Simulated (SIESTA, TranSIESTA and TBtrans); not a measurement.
Run with TranSIESTA and TBtrans (open boundaries, self-consistent; PseudoDojo norm-conserving potentials, scalar-relativistic): Spin polarized, PAO.BasisSize DZP, PAO.EnergyShift 0.15 eV, XC.Authors PBE, Mesh.Cutoff 200 Ry, ElectronicTemperature 300 K, TS.Voltage 0.0 eV, TBT.Elecs.Eta 0.001 eV.

Device: Ru chain with one Rh atom in place of Ru. Leads: straight Ru chain, spacing 2.25 Å. Geometry: 3 atoms about the centre moved by SIESTA (PBE, DZP) to a largest force of 0.03 eV/Å, all others as built, motion along the axis alone.

Q: Give the largest eigenchannel transmissions at the Fermi level (four at most) and the total.

A: Up: 0.96, 0.90, 0.90, 0.88 (total 3.65); down: 1.00, 0.86, 0.86, 0.78 (total 4.71). The magnetic order of the leads was set by the start, and no other order was tried; the separate lead runs end at 1.33 (left) and 1.33 (right) μB an atom. The straight chain is held at its spacing; free chains may zigzag or dimerise.
